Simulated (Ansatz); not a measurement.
Ansatz (a program for electronic structure) run on CoPdO₂ (R-3m, 4 atoms in the cell): self-consistent single point.

Computed with PBE, PAW files (plane waves; Ansatz).

```
CELL_PARAMETERS angstrom
      1.44257     0.83287     6.00305
     -1.44257     0.83287     6.00305
      0.00000    -1.66574     6.00305
ATOMIC_POSITIONS crystal
  Co 0.50000 0.50000 0.50000
  Pd 0.00000 0.00000 0.00000
  O  0.88753 0.88753 0.88753
  O  0.11247 0.11247 0.11247
```
Moments meant for the start (each program seeds them in its own way; μB, in the order of the atoms Co Pd O O): 3.0 0.0 0.0 0.0.

Reference input (self-consistent single point, DFT, PBE, plane waves, PAW files): basis.ecutwfc = 30.9 Ry; kpoints.mp_grid.grid = 13 13 13; hamiltonian.xc = pbe; hamiltonian.pseudopotentials = {kind: paw} (the program's default PAW files); magnetization.spin_polarized = true; scf.occupations.method = gaussian; scf.occupations.width = 0.0073 Ry. This run's input differs from it in these lines:

Ansatz 0.2 input:
```diff
@@ -15,3 +15,3 @@
   mp_grid:
-    grid: [13, 13, 13]
+    grid: [9, 9, 9]
 hamiltonian:
```

The program printed (abridged):

```
SCF iter   1: F=—  HF=-13231.672931 eV  |F-HF|=—  |Δ(HF+E_count)|=         —  Δρ=2.47e-1 (↑1.07e-1 ↓2.47e-1)  dr2=2.12e1  dr2_m=1.03e1  M=0.342 μB ∫|m|=0.748 μB  β_m=0.30  ethr=3.10e-3  ⟨swp⟩=5.4  Hψ=17959  notcnv=0
Mixer restart at iter 1: flushing history
all-band conjugate gradients solve this SCF's bands
preconditioner: auto → Kerker (q_TF=auto, 2.766 Å⁻¹)
spin=Collinear: Kerker preconditioning applied to the charge; magnetization (m = ρ↑ − ρ↓) channel mixes plain (no charge-response kernel on spin).
   [... lines left out ...]
SCF iter  14: F=—  HF=-13232.357359 eV  |F-HF|=—  |Δ(HF+E_count)|=   2.20e-9  Δρ=9.20e-7 (↑5.88e-7 ↓9.20e-7)  dr2=7.65e-10  dr2_m=6.12e-11  M=-0.000 μB ∫|m|=0.000 μB  β_m=0.96  ethr=3.86e-11  ⟨swp⟩=2.6  Hψ=8022  notcnv=0  defer=247
SCF iter  15: F=-13232.357359 eV  HF=-13232.357359 eV  |F-HF|=4.91e-11  |Δ(HF+E_count)|=  5.64e-11  Δρ=2.44e-7 (↑1.72e-7 ↓2.44e-7)  dr2=5.66e-11  dr2_m=4.23e-12  M=-0.000 μB ∫|m|=0.000 μB  ethr=1.63e-12  ⟨swp⟩=6.6  Hψ=18544  notcnv=0
SCF 1 converged in 15 iterations: F = -13232.357359 eV  dr2 = 5.66e-11
WARN: the starting moments were not kept: the SCF closed with an absolute magnetisation of 2.8e-6 μB, where they sum to 3 μB in size (1 site) …
Magnetization: -0.0000 μB (23.5000 up, 23.5000 down)
   [... lines left out ...]
Absolute magnetization: 0.0000 μB (∫|ρ↑−ρ↓|, with the PAW one-centre terms)
Free energy (F): -13232.357359 eV
Fermi energy:    13.806140 eV
   [... lines left out ...]
  atom   4  O      0.00000000     0.00000001     0.23136051
--- Stress (GPa, compression-positive) ---
       -4.783684       0.000000       0.000000
        0.000000      -4.783684      -0.000000
        0.000000      -0.000000      -5.765864
  P = ⅓ Tr σ = -5.1111 GPa (-51.111 kbar)
  The stress holds the Pulay correction. Without it, at fixed plane waves, as pw.x and ABINIT print it: P = -5.5345 GPa
```

The run converged in 15 iterations. Against the reference run the free energy goes down by 4.3 meV/atom, the pressure hardly changes (-5.18 to -5.11 GPa) and the largest force moves little (0.235 to 0.231 eV/Å).

The starting cell comes from a database of computed structures (which also holds hypothetical and non-ambient phases and stackings), without a prior relaxation at this level. Its lattice was rescaled by a random factor within 2.5 % of one. The starting moments vanished: the run ended non-magnetic, which need not be the lowest state. The program warned that a starting moment was not kept. Ansatz's pressure includes its estimate of the finite-basis (Pulay) stress.
